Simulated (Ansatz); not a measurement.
Results of LDA (Ansatz, an electronic-structure program, PAW) for Rh3Al (model structure, started from the A15 type, Pm-3n, No. 223, 8 atoms in the cell).

Numerical settings: plane-wave cutoff 520 eV, 12×12×12 k mesh, Fermi–Dirac smearing 0.05 eV, no spin polarisation, scalar-relativistic PAW data made under PBE.

Cell (relaxed at this level):

Space group Pm-3n (No. 223); a = b = c = 4.782 Å, α = β = γ = 90.00°

| atom | site | symmetry | x | y | z |
|---|---|---|---|---|---|
| Rh | 6c | -4m.2 | 0.0000 | 0.5000 | 0.2500 |
| Al | 2a | m-3. | 0.0000 | 0.0000 | 0.0000 |

**Question.** Predict the bulk modulus.

**Answer.** 
bulk modulus: 241 GPa

Note: the run has no spin polarisation, so it can have missed a magnetic state; the bulk modulus is −V dP/dV from two relaxed cells at ±2 % in volume; the relaxation could raise the start's symmetry but not lower it, so the cell can be a saddle point.

Computing time: very roughly 3 core-minutes.

A model structure was made by putting elements into a prototype or built by hand; it is no filed structure, need not be a known phase, and can be a saddle point held by its symmetry.
